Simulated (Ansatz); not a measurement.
Base system: Ge in the diamond structure (space group Fd-3m, No. 227; a = 5.622 Å). Axes: x, y, z lie along the cube axes.

Structures relaxed with LDA, PAW, 420 eV (Ansatz, a program for electronic structure; no spin-orbit coupling).

Base:

Simulated powder pattern, Co Kα, λ = 1.79026 Å (kinematic, ideal powder, no thermal factors, no anomalous dispersion; the 10 strongest lines at most, above 2 %, up to 2θ = 90°):

```json
[
 {"2θ (°)": "32.02", "I/Imax (%)": "100", "hkl": "(111)"},
 {"2θ (°)": "53.53", "I/Imax (%)": "72", "hkl": "(220)"},
 {"2θ (°)": "63.75", "I/Imax (%)": "43", "hkl": "(311)"},
 {"2θ (°)": "79.12", "I/Imax (%)": "12", "hkl": "(400)"},
 {"2θ (°)": "87.89", "I/Imax (%)": "19", "hkl": "(331)"}
]
```

One thing is altered: tensile biaxial strain of 0.50 % in the plane normal to [001], as in epitaxy on a mismatched substrate; the out-of-plane cell vector and the atoms relax.

**Question.** Predict the new powder pattern.

**Answer.** 
Simulated powder pattern, Co Kα, λ = 1.79026 Å (kinematic, ideal powder, no thermal factors, no anomalous dispersion; the 10 strongest lines at most, above 2 %, up to 2θ = 90°):

```csv
2θ (°),I/Imax (%),hkl
31.95,100,(111)
53.24,24,(220)
53.50,48,(202)
63.45,29,(311)
63.91,14,(113)
78.65,7.9,(400)
79.48,3.9,(004)
87.40,6.2,(331)
87.81,12,(313)
```

The indices refer to the base's conventional cell; one index is shown for lines that coincide. The space group is now I4_1/amd (No. 141).

No phonon test of stability was made.
